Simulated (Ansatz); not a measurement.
Amorphous Si₁₆Al₈O₄₄, 68 atoms at 2.82 g/cm³, one PBE-relaxed geometry, zone centre. Methods: PBE, scalar-relativistic without spin-orbit coupling (Ansatz, a quantum-chemistry and plane-wave program); r2SCAN, scalar-relativistic without spin-orbit coupling (Ansatz). Plane waves to 420 eV (r2SCAN 500 eV). At PBE the levels at the filled edge of the gap are localised (band-tail or defect states), and the nearest spread-out levels lie 4.8 eV apart at the zone centre. All rungs ran without spin polarisation.

A CHGNet melt-quench gave the starting glass, which DFT then relaxed. O atoms were pushed apart under 1.9 Å during the dynamics, to hinder bonds among them. It is the lowest in DFT energy of 2 quenches. It is a model cell: composition and starting density were chosen by hand, and all elements were melted together. No dispersion term was used. Its density started from a set value of 2.82 and ended at 2.82 g/cm³. The quench (nominally 280 K/ps over its main leg) was far faster than any real one, so the model tends to hold more defects than a real film. One small periodic cell is one sample of the glass; other quenches scatter about these values. The volume was held where the preparation left it, at a PBE pressure of 5.4 GPa. Stress components on the final sampling reach 7.6 GPa.

The relaxation ran on the zone centre alone. At PBE the level gap is 4.42 eV on a 2×2×2 Γ-centred mesh, and the spacing at the zone centre alone 4.42 eV.

What zone-centre spacing does r2SCAN give, roughly?

5.05 eV (+0.63 eV against PBE).

The highest filled and the lowest empty state spread over these numbers of atoms (participation numbers): PBE: 3.1 and 62.0; r2SCAN: 2.9 and 62.0.
